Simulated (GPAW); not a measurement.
Checking a run of GPAW on Sn3Bi (Pm-3m, 4 atoms in the cell). The aim is a self-consistent single point with DFT PBEsol, plane waves, GPAW PAW datasets PBEsol (made by gpaw-setup).

Cell that was meant: a = 4.8927 Å, b = 4.8927 Å, c = 4.8927 Å, α = 90.00°, β = 90.00°, γ = 90.00°.

Part of the input:

```python
from gpaw import GPAW, PW

atoms = Atoms(['Sn', 'Sn', 'Sn', 'Bi'],
              cell=[[2.589127, 0.000000, 0.000000],
                    [0.000000, 2.589127, 0.000000],
                    [0.000000, 0.000000, 2.589127]],
              scaled_positions=[[0.000000, 0.500000, 0.500000],
                                [0.500000, 0.000000, 0.500000],
                                [0.500000, 0.500000, 0.000000],
[...]
            nbands=-10,
            convergence={'density': 1e-05},
            symmetry={'symmorphic': False, 'tolerance': 0.0005},
            maxiter=60)

atoms.calc = calc
```

Log, with long lists cut:

```
Input parameters:
  convergence: {density: 1e-05}
  kpts: [[-0.3 -0.3 -0.3],
         [-0.3 -0.3 -0.1],
         [-0.3 -0.3  0.1],
   [... lines left out ...]
   3 Bi     0.000000    0.000000    0.000000    ( 0.0000,  0.0000,  0.0000)

Unit cell:
           periodic     x           y           z      points  spacing
  1. axis:    yes    2.589127    0.000000    0.000000    15     0.1726
  2. axis:    yes    0.000000    2.589127    0.000000    15     0.1726
  3. axis:    yes    0.000000    0.000000    2.589127    15     0.1726

  Lengths:   2.589127   2.589127   2.589127
  Angles:   90.000000  90.000000  90.000000

Effective grid spacing dv^(1/3) = 0.1726
     iter     time        total  log10-change:
                         energy   eigst   dens
iter:   1 --:--:--   320.543192
iter:   2 --:--:--   322.537178   +0.18  -0.94
iter:   3 --:--:--   337.608564   -0.60  -0.97
iter:   4 --:--:--   353.661845   -0.50  -1.14
iter:   5 --:--:--   357.806253   -0.82  -1.49
iter:   6 --:--:--   357.424305   -1.66  -1.47
iter:   7 --:--:--   357.248856   -2.18  -1.87
iter:   8 --:--:--   357.351200   -2.79  -2.28
iter:   9 --:--:--   357.270875   -2.14  -2.09
iter:  10 --:--:--   357.290792   -3.81  -2.68
iter:  11 --:--:--   357.262829c  -2.17  -2.46
iter:  12 --:--:--   357.263831c  -4.16  -2.72
iter:  13 --:--:--   357.263801c  -5.33  -3.32
iter:  14 --:--:--   357.262557c  -4.62  -3.30
iter:  15 --:--:--   357.263665c  -3.79  -3.09
   [... 12 lines left out ...]
iter:  28 --:--:--   357.264019c  -6.48  -4.48
iter:  29 --:--:--   357.264021c  -7.24  -4.21
iter:  30 --:--:--   357.264016c  -6.51  -4.41
iter:  31 --:--:--   357.264005c  -7.23  -4.68
iter:  32 --:--:--   357.264005c  -7.90c -4.75
iter:  33 --:--:--   357.264005c  -7.80c -4.84
iter:  34 --:--:--   357.264005c  -8.13c -4.86
iter:  35 --:--:--   357.264005c  -9.61c -5.17c
Converged after 35 iterations.

Dipole moment: (-0.000000, -0.000000, -0.000000) |e|*Ang

Energy contributions relative to reference atoms: (reference = -1088501.606264)

Kinetic:       +2876.723312
Potential:     -2204.061395
External:        +0.000000
XC:            -265.076138
Entropy (-ST):   -0.031779
Local:          -50.305884
SIC:             +0.000000
--------------------------
Free energy:   +357.248116
Extrapolated:  +357.264005

Showing only first 2 kpts
 Kpt  Band  Eigenvalues  Occupancy
  0    26     62.62172    2.00000
  0    27     63.24389    2.00000
  0    28     64.99540    2.00000
  0    29     66.73965    0.25268

  1    26     63.36066    2.00000
  1    27     66.57547    1.01363
  1    28     67.37136    0.00000
  1    29     67.41759    0.00000

   [... lines left out ...]
Fermi level: 66.57789
No gap
   [... lines left out ...]

Forces in eV/Ang:
  0 Sn    0.00000    0.00000    0.00000
  1 Sn   -0.00000    0.00000    0.00000
  2 Sn    0.00000    0.00000    0.00000
  3 Bi    0.00000   -0.00000    0.00000

Stress tensor:
   -41.207321     0.000000     0.000000
     0.000000   -41.207321     0.000000
     0.000000     0.000000   -41.207321
Stress (GPa, Voigt): [-6602.1406 -6602.1406 -6602.1406     0.         0.         0.    ]
```

### Question
Can these results be used? Check the input.

### Answer
The run is not sound. The fault is this: cell numbers converted the wrong way (times 0.529). Bohr and ångström differ by a factor of 1.89; the cell that the program reads is then far too large or far too small. To fix it, give the lengths in the unit that the key or card expects. The run converged in 35 iterations without an error; against the sound input the free energy goes up by 93.9 eV/atom and the pressure goes from -2.86 to 6602 GPa.

The sound input it was made from differs as follows (other fixes are possible):
```diff
-              cell=[[2.589127, 0.000000, 0.000000],
-                    [0.000000, 2.589127, 0.000000],
-                    [0.000000, 0.000000, 2.589127]],
+              cell=[[4.892740, 0.000000, 0.000000],
+                    [0.000000, 4.892740, 0.000000],
+                    [0.000000, 0.000000, 4.892740]],
-            maxiter=60)
+            maxiter=120)
```

With that input, the run converged in 23 iterations: free energy E − TS (from the program's reference atoms) -18.3639 eV; Fermi level (on the code's own zero) 6.81 eV; pressure -2.86 GPa (DFT PBEsol, plane waves, GPAW PAW datasets PBEsol (made by gpaw-setup)).

On the sound input: the starting cell comes from a database of computed structures (which also holds hypothetical and non-ambient phases and stackings), without a prior relaxation at this level.
